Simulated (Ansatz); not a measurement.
An Ansatz (a first-principles code) run: AlRu with a change (biaxial strain −2.08 %, plane normal [111], relaxed out of plane); Ansatz, r2SCAN, PAW, cutoff 500 eV, spin-orbit coupling left out.

Input:

Ansatz 0.2 input:
```yaml
crystal:
  lattice:
    - [4.1310612587, 0, 0]
    - [2.0655306294, 3.5776039947, 0]
    - [2.0655306294, -1.1925346649, 1.7402351748]
  atoms:
    - { symbol: Al, position: [0, 0.5, 0.5] }
    - { symbol: Ru, position: [0, 0, 0] }
basis: { ecutwfc: 500, ecutrho_ratio: 4, xc_grid: 4, fft_grid_basis: typed }
kpoints: { mp_grid: { grid: [19, 19, 19] } }
hamiltonian:
  xc: r2scan
  dispersion: none
  pseudopotentials: { kind: paw }
scf: { occupations: { method: fermi_dirac, width: 0.1 } }
relax: { f_tol: 0.005, max_steps: 50, cell: { stress_tol: 0.01, fix: [a, b, gamma] } }
output: { forces: true, stress: true }
checkpoint: { write: state.ck, write_every: 1000 }
```

Output (explanatory and most iteration lines left out):

```
Relaxation: its limit of steps is 50 (relax.max_steps)
Pseudopotential: Al, paw, valence charge 3
Pseudopotential: Ru, paw, valence charge 16
Crystal: 2 atoms, lattice volume = 25.719 Å³
Basis set: ecut = 500 eV, 643 PW (Γ), exchange–correlation on 128×128×96 points (64 copies of the dense FFT grid, shifted against one another)
Bands: 14, of which v1, the nominal top of the filled ones, is band 10 counted from 1 (9 counted from 0)
Symmetry: 12 space group operations
Space group: R-3m (ITA 166), of the structure as read, at distance tolerance 3.0e-5 Å
k-points: 670 of 6859
Functional: x = r2scan, c = r2scan; τ floored in thin density (d = 2e-4 eV/Å³)
SCF iter   1: F=—  HF=-6432.512794 eV  |F-HF|=—  |Δ(HF+E_count)|=         —  Δρ=7.08e-3  dr2=5.87e-3  dr2_τ=2.51e-2  ethr=1.77e-3  ⟨swp⟩=5.0  Hψ=52108  notcnv=0
SCF iter   2: F=—  HF=-6432.533874 eV  |F-HF|=—  |Δ(HF+E_count)|=   2.11e-2  Δρ=3.95e-3  dr2=2.39e-3  dr2_τ=7.65e-5  ethr=3.09e-5  ⟨swp⟩=2.0  Hψ=23965  notcnv=0  defer=15
SCF 1 converged in 6 iterations: F = -6432.533533 eV  dr2 = 3.02e-8
relax step   1: F+E_penalty+E_count = -6432.53353258 eV  Δ(F+E_penalty+E_count) = +0.000e0 eV  max|allowed force component| = 9.861e-32 eV/Å  Δτ_max = 0.0000 Å  P = +7.675 GPa  Ω = 25.719 Å³  fix = [a, b, gamma]  reactions: a +10.614, b +10.614 GPa  (6 SCF iters, dr2 threshold 1.00e-7 eV, accepted)
[... steps on the carried basis left out ...]
relax step   3: F+E_penalty+E_count = -6432.53414184 eV  Δ(F+E_penalty+E_count) = +9.983e-7 eV  max|allowed force component| = 5.259e-31 eV/Å  Δτ_max = 0.0000 Å  P = +6.580 GPa  Ω = 25.838 Å³  energy of the carried Pulay correction = -5.292e-5 eV  fix = [a, b, gamma]  reactions: a +9.870, b +9.870 GPa  (3 SCF iters, dr2 threshold 9.06e-9 eV, accepted)
Crystal: 2 atoms, lattice volume = 25.838 Å³
SCF iter   1: F=—  HF=-6432.534179 eV  |F-HF|=—  |Δ(HF+E_count)|=         —  Δρ=1.57e-4  dr2=1.25e-7  dr2_τ=9.29e-8  ethr=8.04e-9  ⟨swp⟩=3.3  Hψ=78824  notcnv=0
SCF iter   2: F=—  HF=-6432.534191 eV  |F-HF|=—  |Δ(HF+E_count)|=   1.20e-5  Δρ=7.86e-5  dr2=3.07e-8  dr2_τ=4.48e-7  ethr=6.57e-10  ⟨swp⟩=2.0  Hψ=13077  notcnv=0
SCF 4 converged in 7 iterations: F = -6432.534195 eV  dr2 = 3.61e-14
SCF converged after 7 iterations
Free energy (F): -6432.534195 eV
Internal energy: -6432.487037 eV  (E = F + TS)
E sigma→0 (E₀):  -6432.510616 eV
Entropy (-TS):   -0.047158 eV (-23.579 meV/atom)
Fermi energy:    16.681193 eV
--- Forces (eV/Å), atoms counted from 1 ---
  atom   1  Al    -0.00000000     0.00000000     0.00000000
  atom   2  Ru     0.00000000    -0.00000000     0.00000000
--- Stress (GPa, compression-positive) ---
        9.870881      -0.000000      -0.000000
       -0.000000       9.870881       0.000000
       -0.000000       0.000000       0.003901
  P = ⅓ Tr σ = 6.5819 GPa (65.819 kbar)
--- Relaxed structure (3 steps of the walk, 3 accepted, 1 SCFs on fresh bases) ---
  cell:  # Å, volume = 25.8384 Å³
    - [4.131061258743926, -2.8867504234539363e-11, -7.912838424085376e-11]
    - [2.065530629396963, 3.5776039946475255, -3.956410446230965e-11]
    - [2.065530629397117, -1.1925346649017534, 1.748284301175932]
  atoms:
    - { symbol: Al, position: [5.551115123125783e-17, 0.5, 0.49999999999999994] }
    - { symbol: Ru, position: [-4.856323592607408e-37, -1.127810429628086e-47, -2.208167297466915e-47] }
```

No phonon test of stability was made. The final runs are not spin-polarised. The cell was made from AlRu in the CsCl type structure (space group Pm-3m, No. 221) by this change: biaxial strain −2.08 %, plane normal [111], relaxed out of plane.
